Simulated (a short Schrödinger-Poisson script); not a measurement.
**Symmetric double-gate stack, SiO2 on p-type Si(100)**

System: symmetric double-gate stack, SiO2 on p-type Si(100), at 300 K.

```csv
layer,material,thickness (nm),Na (cm⁻³)
1,SiO2,1.9,-
2,Si,15,2e16
3,SiO2,1.9,-
```

The device is made up for the run: typed textbook-type constants, with dimensions and the other settings drawn at random. SiO2: permittivity 3.9, conduction-band edge (eV) 3.15, gap (eV) 9, electron mass (mₑ) 0.5. Si: permittivity 11.7, conduction-band edge (eV) 0, gap (eV) 1.124, Nv at 300 K (cm⁻³) 3.1e19.

Channel valleys (confinement mass, in-plane density-of-states mass, number): Δ2 0.916, 0.19, 2; Δ4 0.19, 0.417, 4. At the gates, both at one voltage, the conduction-band edge of layer 1 lies 3.39 eV − eVg above the Fermi level of the channel. Gaps are held at their typed values at every temperature. Mesh 0.03 nm at interfaces.

From a short Schrödinger-Poisson script (our own, NumPy): 1D Poisson equation in equilibrium, electrons quantum, Hartree (BenDaniel-Duke, 12 states a valley, the channel's in-plane mass for all, wave functions free to enter the dielectric), parabolic valleys, classical holes, full ionisation, no traps, pinning or gate leakage.

```tsv
Vg (V)	electrons (cm⁻²)	C (μF/cm²)	Δ2 E0 (meV)	Δ2 E1 (meV)	Δ4 E0 (meV)	Δ4 E1 (meV)
-0.2	1.19e6	< 0.003	443.9	449.1	450.0	473.6
-0.1	5.69e7	< 0.003	343.9	349.1	350.0	373.6
0	2.70e9	0.0169	244.1	249.3	250.2	273.8
0.1	9.93e10	0.491	151.1	155.8	157.2	180.2
0.2	7.82e11	1.61	98.4	100.2	105.6	125.0
0.3	1.96e12	2.12	71.7	72.0	84.4	99.2
0.4	3.38e12	2.39	52.9	53.0	72.8	84.1
0.5	4.93e12	2.57	38.6	38.6	65.2	73.9
0.6	6.57e12	2.69	27.1	27.1	59.5	66.5
0.7	8.27e12	2.78	17.4	17.4	55.0	60.6
0.8	1.00e13	2.84	9.0	9.0	51.2	55.8
0.9	1.18e13	2.89	1.6	1.6	47.8	51.7
1	1.36e13	2.93	-5.1	-5.1	44.8	48.2
1.1	1.55e13	2.97	-11.3	-11.3	42.1	45.0
1.2	1.73e13	3.00	-17.1	-17.1	39.6	42.1
1.3	1.92e13	3.02	-22.5	-22.5	37.2	39.4
1.4	2.11e13	3.04	-27.7	-27.7	34.9	36.9
1.5	2.30e13	3.06	-32.6	-32.6	32.8	34.5
1.6	2.49e13	3.08	-37.3	-37.3	30.7	32.2
1.7	2.69e13	3.09	-41.9	-41.9	28.7	30.0
```

Gate voltages with under 1e6 electrons/cm² are left out.

Subbands count from the Fermi level. The capacitance is that of both gates.
